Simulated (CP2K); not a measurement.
Band structure of SiS2 (Ibam, 6 atoms in the cell).

```xyz
6
Lattice="6.4747 0.0000 0.0000 -3.9875 5.1012 0.0000 1.3171 -3.7991 5.0748" Properties=species:S:1:pos:R:3 pbc="T T T"
Si     1.8654     3.8259     0.0000
Si     0.6218     1.2753     0.0000
S      3.4442     1.4776     3.4677
S      0.3601    -0.1756     1.6071
S      3.9966    -1.9487     4.6374
S     -0.1923     3.2507     0.4374
```

Level of theory: PBE, GPW, DZVP-MOLOPT-SR-GTH basis, GTH-PBE potentials (GTH_POTENTIALS) (CP2K).

Settings: CUTOFF = 400 Ry; REL_CUTOFF = 60 Ry; SMEAR/METHOD = FERMI_DIRAC; ELECTRONIC_TEMPERATURE = 232.09 K; KPOINTS/SCHEME = MACDONALD 6 6 6 0.08333333333 0.08333333333 0.08333333333; XC_FUNCTIONAL = PBE; Si/BASIS_SET = DZVP-MOLOPT-SR-GTH-q4; Si/POTENTIAL = GTH-PBE-q4; S/BASIS_SET = DZVP-MOLOPT-SR-GTH-q6; S/POTENTIAL = GTH-PBE-q6; METHOD = GPW; EPS_DEFAULT = 1e-10; EXTRAPOLATION = USE_GUESS; NGRIDS = 4.

The starting cell comes from a database of computed structures (which also holds hypothetical and non-ambient phases and stackings), without a prior relaxation at this level. Its lattice was rescaled by a random factor within 2.5 % of one. Values carry the incompleteness of an atom-centred basis.

Q: Predict the gap along the standard path and the places of the band edges.

A: The gap along the path is 2.69 eV, from a point between Γ and Y to a point between X1 and Z; the smallest direct gap on it is 2.89 eV.

Levels in eV from the top of the valence band on the SCF mesh, bands 13 to 17:
| point | 13 | 14 | 15 | 16 | 17 |
|---|---|---|---|---|---|
| Γ | -1.71 | -0.92 | -0.85 | -0.35 | 3.73 |
| X | -1.43 | -0.96 | -0.91 | -0.66 | 2.80 |
| L | -1.24 | -1.09 | -0.85 | -0.42 | 3.05 |
| T | -0.90 | -0.90 | -0.64 | -0.64 | 3.09 |
| W | -0.86 | -0.86 | -0.73 | -0.73 | 3.15 |
| R | -1.08 | -1.08 | -0.71 | -0.71 | 3.17 |
| X1 | -1.43 | -0.96 | -0.91 | -0.66 | 2.80 |
| Z | -1.99 | -1.79 | -1.38 | -0.15 | 2.74 |
| Y | -1.97 | -1.70 | -1.00 | -0.02 | 3.19 |
| S | -1.94 | -1.25 | -1.08 | -0.01 | 3.56 |

Higher empty bands are left out: an atom-centred basis made for the valence describes them poorly.
